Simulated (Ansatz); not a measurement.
**PbSe in the rock salt structure (space group Fm-3m, No. 225)**

PbSe is modelled in the cubic space group Fm-3m (No. 225), the rock salt structure, Pearson symbol cF8. Conventional cell: a = 6.218 Å, b = 6.218 Å, c = 6.218 Å, α = 90.00°, β = 90.00°, γ = 90.00°. Pb on 4a sees 6 Se at 3.109 Å (octahedral). Se on 4b sees 6 Pb at 3.109 Å (octahedral). (Neighbours: up to the widest gap in distance over summed covalent radii, below 1.35, at either atom; cation-cation and far metal-metal contacts left out.)
(The calculation used a cell of 2 atoms; values per cell refer to that cell.)

The values are results of Ansatz (an electronic-structure program), PBE, PAW, cutoff 420 eV, no spin-orbit coupling, not measurements. Γ-centred 9×9×9 mesh, Fermi–Dirac width 0.05 eV.

| Property | Result |
|---|---|
| Volume per atom | 30.05 Å³ |
| Density | 7.91 g/cm³ |
| Band gap | 0.43 eV, direct at L |
| Electron mass | 0.15 mₑ along k, 0.12 mₑ across |
| Hole mass | 0.18 mₑ along k, 0.11 mₑ across |
| Lowest conduction-band minima above the VBM | L along ⟨111⟩ 0.43 eV; a point along ⟨110⟩, about 0.6 Å⁻¹ from Γ 1.22 eV |
| Total energy | -8688.311 eV/atom (σ→0; compares only within this code and set-up) |

With Pb present, leaving out spin-orbit coupling can change the band edges. Effective masses come from finite differences of ±0.01 Å⁻¹. Along k means along the line from Γ to the band edge. Whether these cells are dynamically stable was not tested.
